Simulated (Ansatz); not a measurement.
An Ansatz (an electronic-structure program) input (r2SCAN (Ansatz, PAW, without spin-orbit coupling), earlier PAW set):

Ansatz 0.2 input:
```yaml
crystal:
  lattice:
    - [0, 2.2490844297, 2.2490844297]
    - [2.115713723, 0, 2.2490844297]
    - [2.115713723, 2.2490844297, 0]
  atoms:
    - { symbol: N, position: [0.75, 0.75, 0.75] }
    - { symbol: Ga, position: [0, 0, 0] }
basis: { ecutwfc: 500, ecutrho_ratio: 4, xc_grid: 4, fft_grid_basis: typed }
kpoints: { mp_grid: { grid: [13, 13, 13] } }
hamiltonian:
  xc: r2scan
  dispersion: none
  pseudopotentials: { azcp: { folder: ./paw }, kind: paw }
scf: { occupations: { method: fermi_dirac, width: 0.05 }, convergence: { dr2_threshold: 0.0000000002 } }
relax: { f_tol: 0.005, max_steps: 50 }
output: { forces: true, stress: true }
checkpoint: { write: state.ck, write_every: 1000 }
```

Task: Which symmetry and how many k-points will the program report, and about how many plane waves at Γ?

Result: Space group I-4m2 (ITA 119) with 8 operations, k-points 196 of 2197, and 535 plane waves at Γ.

Task: And the final pressure?

Result: 13.30 GPa (compression positive).

The cells carry an imposed strain or load. Whether these cells are dynamically stable was not tested. The cell was made from GaN in the zinc blende structure (space group F-43m, No. 216) by this change: uniaxial strain ε_xx = −5.93 %. This is not the structure that GaN has at room temperature and ambient pressure.
